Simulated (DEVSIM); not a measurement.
System: abrupt Ge n-p junction, at 300 K.

| layer (left to right) | material | thickness (μm) | Nd (cm⁻³) | Na (cm⁻³) | τn (s) | τp (s) |
|---|---|---|---|---|---|---|
| 1 | Ge | 0.520 | 5e16 | - | 7e-6 | 7e-6 |
| 2 | Ge | 8.90 | - | 1.5e14 | 7e-6 | 7e-6 |

Left contact: ohmic. Right contact: ohmic. Voltage is applied to the left contact. Recombination: SRH at mid-gap. Mobility is μmin + (μ − μmin)/(1 + (N/Nref)^α).

This is a model device: material constants are rounded textbook-type values typed into the input, and sizes, dopings and lifetimes were drawn at random. Values at 300 K.

| parameter | Ge |
|---|---|
| gap (eV) | 0.664 |
| affinity (eV) | 4 |
| permittivity | 16 |
| Nc (cm⁻³) | 1.04e19 |
| Nv (cm⁻³) | 6e18 |
| μn (cm²/Vs) | 3900 |
| μp (cm²/Vs) | 1900 |
| μn,min | 150 |
| μp,min | 100 |
| Nref,n | 2.6e17 |
| Nref,p | 4e17 |
| αn | 0.56 |
| αp | 0.6 |

DEVSIM, 1D drift-diffusion, Boltzmann statistics, complete ionisation; no tunnelling, impact ionisation, image-force lowering or self-heating.

The thickness of layer 2 was swept, all else fixed.

```csv
thickness of layer 2 (μm),dark forward voltage at 100 A/cm² (V)
1.8,0.180
3.1,0.210
5.3,0.241
8.9,0.282
15,?
27,0.436
44,0.558
```

Q: Complete the blanks.

A: 
- 15, dark forward voltage at 100 A/cm² (V): 0.338
